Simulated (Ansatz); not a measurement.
Functionals compared on a constructed model of the (111) surface of fcc Ag, a pseudomorphic layer of Zn in the host's stacking (bottom of the slab: a bare face, its two planes held), in Ansatz (plane waves, PAW). The structure was relaxed with PBE; the other rows are single points on it. Cutoff 420 eV (500 eV for r2SCAN).

Set-up: 7 atoms, 14.2 Å thick at the start with caps and adatoms; mesh 15x15x1; 0.1 eV smearing; dipole correction on; 2 atoms held, the rest relaxed; start symmetry kept, larger cells not searched; no spin, no spin-orbit, no U. In PBE it is, or lies within 0.01 eV a 1x1 cell of, the lowest of the 2 structures of its composition computed so far; subsurface sites and larger cells were not tried. These notes are the PBE run's.

```csv
functional,work function of the top face (eV),rough cost of the single point
PBE,4.36,–
RPBE,[?],roughly 60 core-seconds
r2SCAN,4.43,roughly 100 core-seconds
```

Q: Some entries are withheld; supply them.

A: 
- RPBE, work function of the top face (eV): 4.22

Ansatz is a quantum-chemistry and plane-wave program.
